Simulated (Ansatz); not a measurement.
Levels about the gap of amorphous In$_{9}$Ga$_{9}$Zn$_{9}$O$_{37}$Sr (65 atoms in a cell of 828 Å³, 5.87 g/cm³; zone centre alone, so wide bands show as single levels with stretches between that a denser mesh fills), at the geometry that PBE relaxed, where it gives 3.3 GPa on a denser mesh. Exact exchange is cut at the faces of this small cell, which leaves a finite-size error. The participation number counts the atoms over which a state spreads; weights are charges in smoothed Voronoi cells. The levels come from a single point, so bond lengths are those of that geometry. Method of the levels: HSE06, scalar-relativistic without spin-orbit coupling (Ansatz, a program for electronic structure). Sampling: the zone centre alone; Fermi-Dirac width 0.02 eV; no spin polarisation. At PBE the levels at the filled edge of the gap are localised (band-tail or defect states).

The cell was made by melting and quenching with the CHGNet potential and then relaxed with DFT. O atoms were pushed apart under 1.9 Å during the dynamics, to hinder bonds among them. The hot cell started wider than the set density and was brought back towards it in steps. It is the lowest in DFT energy of 2 quenches. It is a model cell: composition and starting density were chosen by hand, and all elements were melted together. No dispersion term was used. Its density started from a set value of 5.87 and ended at 5.87 g/cm³. Cooling (nominally 260 K/ps over its main leg) ran many orders faster than in experiment, which tends to leave more defects and strain. Values belong to this one cell and scatter from quench to quench. The volume was held where the preparation left it and the shape relaxed, at a PBE pressure of 3.3 GPa. Stress components on the final sampling reach 3.3 GPa.

```csv
"E - E(highest filled), eV",filling,participation number,largest on,weight O,weight In,weight Ga,weight Zn
-0.41,filled,23.7,"O, 3 neighbours",0.87,0.02,0.02,0.09
-0.36,filled,20.9,"O, 4 neighbours",0.86,0.02,0.02,0.10
-0.32,filled,24.2,"O, 3 neighbours",0.87,0.02,0.01,0.09
-0.26,filled,10.3,"O, 3 neighbours",0.89,0.02,0.01,0.07
-0.23,filled,11.0,"O, 3 neighbours",0.89,0.03,0.01,0.07
-0.18,filled,19.9,"O, 4 neighbours",0.89,0.03,0.01,0.06
0.00,filled,10.6,"O, 4 neighbours",0.84,0.02,0.01,0.12
2.48,empty,58.8,"In, 6 neighbours",0.50,0.22,0.12,0.14
5.17,empty,15.4,"In, 6 neighbours",0.55,0.34,0.05,0.05
5.42,empty,37.2,"In, 5 neighbours",0.57,0.29,0.07,0.07
5.56,empty,31.5,"In, 5 neighbours",0.58,0.25,0.09,0.08
5.64,empty,24.3,"In, 6 neighbours",0.55,0.23,0.05,0.16
5.88,empty,37.1,"In, 6 neighbours",0.55,0.16,0.13,0.15
6.06,empty,44.0,"Ga, 4 neighbours",0.58,0.15,0.16,0.09
```

Most localised among these is the filled level at -0.26 eV, on a O atom, which has 3 neighbours (Ga 1.87 Å, In 2.13 Å, Sr 2.62 Å).
